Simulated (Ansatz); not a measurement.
**A computed series for TaAs: pressure series**

Take TaAs (space group I4_1md, No. 109; a = 3.463 Å, c = 11.735 Å) as the base.

Cell and atoms are relaxed at each pressure.

Level of theory: PBE in Ansatz (plane waves to 420 eV, PAW, scalar-relativistic without spin-orbit coupling), earlier PAW set.

Candidates:
(a) pressure 9 GPa
(b) pressure 0.9 GPa
(c) pressure 15 GPa

Before the change:

| Item | Value |
|---|---|
| c/a ratio | 3.388 |

### Question
Order them by c/a ratio, highest first.

### Answer
(b) pressure 0.9 GPa (3.385), (a) pressure 9 GPa (3.359), (c) pressure 15 GPa (3.342)

Load acts through the strain it causes; cell and atoms are relaxed under it. Stability against distortions was not tested. Competing high-pressure phases were not computed. All final runs are without spin polarisation.

Ansatz is an electronic-structure program.
